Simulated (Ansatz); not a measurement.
A constructed model of the (0001) surface of hcp Ti, a layer of Pd in place of the third plane (bottom of the slab: a bare face, its two planes held)

Level of theory: PBE (plane waves to 420 eV, PAW; Ansatz, a first-principles code).

Set-up: 6 atoms, 11.4 Å thick at the start; mesh 15x15x1; 0.1 eV smearing; dipole correction on; 2 atoms held, the rest relaxed; held to the start's symmetry, so lower structures may exist; no spin, no spin-orbit, no U. In PBE it is, or lies within 0.01 eV a 1x1 cell of, the lowest of the 2 structures of its composition computed so far; larger cells were not tried.

```json
{
  "work_function_of_the_top_face": "4.42 eV",
  "energy_released_by_relaxation": "0.087 eV",
  "cost": "roughly 2.8 core-minutes"
}
```
